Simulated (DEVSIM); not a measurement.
Structure: GaP/Si p-n heterojunction, at 400 K.

```tsv
layer (left to right)	material	thickness (μm)	Nd (cm⁻³)	Na (cm⁻³)	τn (s)	τp (s)
1	GaP	0.120	-	5.4e17	1.1e-6	1.1e-6
2	Si	0.150	7.6e15	-	1.1e-6	1.1e-6
```

Left contact: ohmic. Right contact: ohmic. Voltage is applied to the left contact. Recombination: SRH at mid-gap. Mobility is constant in doping. Where it depends on doping, it is μmin + (μ − μmin)/(1 + (N/Nref)^α).

Constants are typed, rounded textbook-type inputs, not results; the design itself was drawn at random and stands for no fabricated device. Values at 300 K; Nc and Nv go as T^1.5, mobilities as T to minus their exponent, the gap by Varshni's rule with the affinity fixed. The table also holds parameters that only a changed run uses.

```csv
parameter,GaP,Si
gap (eV),2.26,1.124
affinity (eV),3.8,4.05
permittivity,11.1,11.7
Nc (cm⁻³),1.8e19,2.86e19
Nv (cm⁻³),1.9e19,3.1e19
μn (cm²/Vs),250,1417
μp (cm²/Vs),150,470
"μn,min",10,52
"μp,min",10,45
"Nref,n",4.4e18,9.7e16
"Nref,p",1e18,2.2e17
αn,0.8,0.68
αp,0.85,0.72
T exponent of μn,1.6,2.3
T exponent of μp,1.98,2.2
Cn (cm⁶/s),1e-30,2.8e-31
Cp (cm⁶/s),1e-30,9.9e-32
Varshni α (eV/K),0.00058,0.000473
Varshni β (K),372,636
```

Model (solved in DEVSIM): 1D drift-diffusion, Boltzmann statistics, complete ionisation; no tunnelling, impact ionisation, image-force lowering or self-heating. Band offsets follow the typed affinities; no thermionic-emission limit at abrupt steps, no polarisation charge.

Base results: dark forward voltage at 1 A/cm² (V) 0.491; potential step across the device at zero bias (V) 1.531; dark forward voltage at 100 A/cm² (V) 0.861.

Question: What follows from this one change: thickness of layer 2 0.15 → 0.09 μm?

Answer: dark forward voltage at 1 A/cm² 0.491 → 0.465 V; potential step across the device at zero bias little changed (1.531 V); dark forward voltage at 100 A/cm² 0.861 → 0.826 V.

Question: What follows from this one change: doping-dependent mobility in place of the constant one?

Answer: dark forward voltage at 1 A/cm² 0.491 → 0.509 V; potential step across the device at zero bias little changed (1.531 V); dark forward voltage at 100 A/cm² 0.861 → 0.881 V.
